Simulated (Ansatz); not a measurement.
A computed series for KTaO3: pressure series

Consider KTaO3 in the cubic perovskite structure (space group Pm-3m, No. 221).

```xyz
5
Lattice="4.0232 0.0000 0.0000 0.0000 4.0232 0.0000 0.0000 0.0000 4.0232" Properties=species:S:1:pos:R:3 pbc="T T T"
K      0.0000     0.0000     0.0000
Ta     2.0116     2.0116     2.0116
O      0.0000     2.0116     2.0116
O      2.0116     2.0116     0.0000
O      2.0116     0.0000     2.0116
```

Cell and atoms are relaxed at each pressure.

Computed with DFT with PBE, PAW potentials and a 420 eV plane-wave cutoff in Ansatz (a quantum-chemistry and plane-wave program), no spin-orbit coupling, earlier PAW set.

```
change            smallest direct gap  volume per atom  band gap
----------------  -------------------  ---------------  --------
base                          2.81 eV         13.02 Å³   2.17 eV
pressure −2 GPa               2.78 eV         13.16 Å³         ?
pressure −1 GPa                     ?         13.09 Å³   2.16 eV
pressure 3 GPa                2.84 eV         12.83 Å³   2.21 eV
pressure 7 GPa                2.87 eV         12.58 Å³   2.25 eV
pressure 15 GPa               2.93 eV                ?   2.33 eV
pressure 30 GPa               2.99 eV         11.54 Å³   2.44 eV
pressure 50 GPa               3.02 eV                ?   2.55 eV
pressure 75 GPa               3.00 eV         10.29 Å³   2.65 eV
pressure 100 GPa              2.93 eV          9.81 Å³   2.72 eV
```

Q: Complete the table.

A: 
- pressure −2 GPa, band gap: 2.15 eV
- pressure −1 GPa, smallest direct gap: 2.80 eV
- pressure 15 GPa, volume per atom: 12.17 Å³
- pressure 50 GPa, volume per atom: 10.90 Å³

Spin-orbit coupling, missing from the scalar runs, can matter with Ta. Load acts through the strain it causes; cell and atoms are relaxed under it. Stability against distortions was not tested. No other phases were tried under pressure.
